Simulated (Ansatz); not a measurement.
System: CsPbCl3 (within 0.1 Å of Pm-3m, No. 221, 5 atoms in the cell; start mp-675022). Method: PBEsol+SOC (PAW; Ansatz, a quantum-chemistry and plane-wave program).

Settings: plane-wave cutoff 520 eV, 6×6×6 k mesh, Fermi–Dirac smearing 0.01 eV, PAW data made under PBE.

Cell (relaxed with PBEsol):

```cif
data_Cl3CsPb
_chemical_formula_sum 'Cs1 Pb1 Cl3'
_space_group_name_H-M_alt 'Pm-3m'
_space_group_IT_number 221
_space_group_name_Hall '-P 4 2 3'
_cell_length_a 5.61875
_cell_length_b 5.61875
_cell_length_c 5.61875
_cell_angle_alpha 90.000
_cell_angle_beta 90.000
_cell_angle_gamma 90.000
loop_
_atom_site_label
_atom_site_type_symbol
_atom_site_symmetry_multiplicity
_atom_site_Wyckoff_symbol
_atom_site_fract_x
_atom_site_fract_y
_atom_site_fract_z
_atom_site_occupancy
Cs1 Cs 1 b 0.50000 0.50000 0.50000 1
Pb1 Pb 1 a 0.00000 0.00000 0.00000 1
Cl1 Cl 3 d 0.00000 0.00000 0.50000 1
```

Task: What does this level give for the band gap and Γ–Γ gap?

Result: 
band gap: 0.62 eV (direct)
Γ–Γ gap: 5.68 eV

The computed numbers hold no vibrational or temperature effects.

A start named mp-… is a Materials Project structure, which need not be a measured phase.
